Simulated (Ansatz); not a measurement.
Consider BaTiO₃ in the cubic perovskite structure (space group Pm-3m, No. 221; a = 3.9944 Å).

Level of theory: r2SCAN/PAW in Ansatz (a quantum-chemistry and plane-wave program), no spin-orbit coupling, earlier PAW set.

Now apply this change: Zr takes the place of Ti on all its sites; the structure is relaxed again.

Measured band gap: BaTiO3 3.2 eV (temperature not stated; as listed in Yu-ichiro Matsushita, Kazuma Nakamura, Atsushi Oshiyama, Physical Review B (2011)); BaZrO3 5.3 eV (temperature not stated; as listed in Anders Lindman, Paul Erhart, Göran Wahnström, Physical Review B (2015)).

### Question
How well does r2SCAN reproduce the measured shift?

### Answer
With r2SCAN the band gap moves by +1.56 eV (2.18 → 3.74) against +2.10 eV measured.

Whether these cells are dynamically stable was not tested. All final runs are without spin polarisation. Many cubic perovskites are stable only at high temperature; tilts and polar distortions were not tested. This is not the structure that BaTiO3 has at room temperature and ambient pressure.
